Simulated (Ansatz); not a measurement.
**Ag: response to strain**

The parent structure is Ag in the fcc (Cu type) structure (space group Fm-3m, No. 225; a = 4.105 Å; relaxed with 0.1 eV smearing). Axes: x, y, z lie along the cube axes.

Strains are applied to the cell and any free atomic positions relax; under biaxial strain the out-of-plane vector relaxes too.

All numbers come from r2SCAN/PAW in Ansatz (a quantum-chemistry and plane-wave program), no spin-orbit coupling, earlier PAW set.

Candidates:
(a) uniaxial strain ε_yy = −0.41 %
(b) strain tensor (xx, yy, zz, yz, xz, xy) = (−0.65, −1.01, +2.52, +0.19, −0.12, +0.50) %
(c) biaxial strain +4.88 %, plane normal [001], relaxed out of plane

Notes on the quantities. energy relative to the base: free energy F.

### Question
Order them by energy relative to the base, highest first.

### Answer
(c) biaxial strain +4.88 %, plane normal [001], relaxed out of plane (+13 meV/atom), (b) strain tensor (xx, yy, zz, yz, xz, xy) = (−0.65, −1.01, +2.52, +0.19, −0.12, +0.50) % (+2.1 meV/atom), (a) uniaxial strain ε_yy = −0.41 % (+0.1 meV/atom)

Whether these cells are dynamically stable was not tested.
